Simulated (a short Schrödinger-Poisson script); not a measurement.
System: MOS inversion layer, Al2O3 on p-type Si(111), at 400 K.

```csv
layer,material,thickness (nm),Na (cm⁻³)
1,Al2O3,2.1,-
2,Si,360,1.4e18
```

The device is made up for the run: typed textbook-type constants, with dimensions and the other settings drawn at random. Al2O3: permittivity 9, conduction-band edge (eV) 2.7, gap (eV) 6.8, electron mass (mₑ) 0.3. Si: permittivity 11.7, conduction-band edge (eV) 0, gap (eV) 1.124, Nv at 300 K (cm⁻³) 3.1e19.

Channel valleys (confinement mass, in-plane density-of-states mass, number): Δ6 0.258, 0.358, 6. At the gate the conduction-band edge of layer 1 lies 3.05 eV − eVg above the Fermi level of the channel; the field vanishes at the back. Gaps are held at their typed values at every temperature. Mesh 0.03 nm at interfaces.

From a short Schrödinger-Poisson script (our own, NumPy): 1D Poisson equation in equilibrium, electrons quantum, Hartree (BenDaniel-Duke, 12 states a valley, the channel's in-plane mass for all, wave functions free to enter the dielectric), parabolic valleys, classical holes, full ionisation, no traps, pinning or gate leakage.

The same stack at other levels of the model or other numerical settings:

```
run                                          sheet density of all electrons at Vg = 1.25 V (cm⁻²)  sheet density of all electrons at Vg = 0.65 V (cm⁻²)  capacitance at Vg = 1.25 V (μF/cm²)  centroid of the channel electrons at Vg = 1.25 V (nm)  rough cost against the base
-------------------------------------------  ----------------------------------------------------  ----------------------------------------------------  -----------------------------------  -----------------------------------------------------  ---------------------------
base                                                                                      9.70e12                                               9.32e11                                 2.68                                                   1.44                      about 1
electrons treated as classical, Boltzmann                                              (withheld)                                               2.57e12                                 3.46                                                   0.33                         0.04
electrons treated as classical, Fermi-Dirac                                               1.34e13                                               2.44e12                           (withheld)                                             (withheld)                          0.2
mesh six times as coarse                                                                  9.65e12                                               9.21e11                                 2.67                                                   1.45                          0.3
one subband a valley                                                                      9.70e12                                               9.26e11                                 2.68                                                   1.43                          0.6
```

Task: Complete the blanks.

Result: 
- electrons treated as classical, Fermi-Dirac, centroid of the channel electrons at Vg = 1.25 V (nm): 0.49
- electrons treated as classical, Fermi-Dirac, capacitance at Vg = 1.25 V (μF/cm²): 3.12
- electrons treated as classical, Boltzmann, sheet density of all electrons at Vg = 1.25 V (cm⁻²): 1.46e13

The classical rows ignore confinement, and Boltzmann statistics overrate the density once the band edge passes the Fermi level.
